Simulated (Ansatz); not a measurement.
Here is the system:

End structure of the (100) surface of rock-salt TiN, Si on half the Ti sites of the top plane, c(2x2) (bottom of the slab: a bare face, its two planes held):

```yaml
crystal:
  lattice:
    - [3.00301, 3.00301, 0.00000]
    - [-3.00301, 3.00301, 0.00000]
    - [0.00000, 0.00000, 26.50000]
  atoms:
    - { symbol: N, position: [0.00000, 0.00000, 0.30245] }
    - { symbol: N, position: [0.50000, 0.50000, 0.30245] }
    - { symbol: Ti, position: [0.50000, 0.00000, 0.30245] }
    - { symbol: Ti, position: [0.00000, 0.50000, 0.30245] }
    - { symbol: N, position: [0.50000, 0.00000, 0.38258] }
    - { symbol: N, position: [0.00000, 0.50000, 0.38258] }
    - { symbol: Ti, position: [0.00000, 0.00000, 0.38258] }
    - { symbol: Ti, position: [0.50000, 0.50000, 0.38258] }
    - { symbol: N, position: [0.00000, 0.00000, 0.46287] }
    - { symbol: N, position: [0.50000, 0.50000, 0.46326] }
    - { symbol: Ti, position: [0.50000, 0.00000, 0.46296] }
    - { symbol: Ti, position: [0.00000, 0.50000, 0.46296] }
    - { symbol: N, position: [0.50000, 0.00000, 0.54184] }
    - { symbol: N, position: [0.00000, 0.50000, 0.54184] }
    - { symbol: Ti, position: [0.00000, 0.00000, 0.54295] }
    - { symbol: Ti, position: [0.50000, 0.50000, 0.54447] }
    - { symbol: N, position: [0.00000, 0.00000, 0.62898] }
    - { symbol: N, position: [0.50000, 0.50000, 0.62319] }
    - { symbol: Ti, position: [0.50000, 0.00000, 0.62126] }
    - { symbol: Ti, position: [0.00000, 0.50000, 0.62126] }
    - { symbol: N, position: [0.50000, 0.00000, 0.70303] }
    - { symbol: N, position: [0.00000, 0.50000, 0.70303] }
    - { symbol: Si, position: [0.00000, 0.00000, 0.69945] }
    - { symbol: Ti, position: [0.50000, 0.50000, 0.69725] }
```

Slab: 24 atoms, 10.5 Å thick at the start with caps and adatoms (thin: gaps and levels are the slab's own); k 9x9x1, smearing 0.1 eV, dipole-corrected; 8 atoms held, the rest relaxed; start symmetry kept, larger cells not searched; no spin, no spin-orbit, no U. It is one candidate, not shown to be the stable structure of the face.

Problem. What work function of the top face does PBE (Ansatz, a first-principles code) give?

Solution. 3.65 eV
